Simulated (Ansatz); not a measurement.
Consider the following.

```xyz
4
Lattice="3.8530 0.0000 0.0000 0.0000 3.8530 0.0000 0.0000 0.0000 4.8866" Properties=species:S:1:pos:R:3 pbc="T T T"
Sn     1.9265     0.0000     1.1588
Sn     0.0000     1.9265     3.7278
O      0.0000     0.0000     0.0000
O      1.9265     1.9265     0.0000
```

No spin polarisation.

Computed with Ansatz (a first-principles code), PBE-D3(BJ), PAW, cutoff 420 eV, no SOC. Γ-centred 12×12×10 mesh, Fermi–Dirac width 0.05 eV.

Question: Estimate the band gap.

Answer: 0.21 eV.

Question: What is the computed gap character?

Answer: Indirect, Γ → M.

Load acts through the strain it causes; cell and atoms are relaxed under it. Stability against distortions was not tested. The cell was made from SnO in the litharge type structure (space group P4/nmm, No. 129; layered, stacked along the Cartesian z axis) by this change: pressure −1 GPa. The zero or small gap of SnO can change with the level of theory.
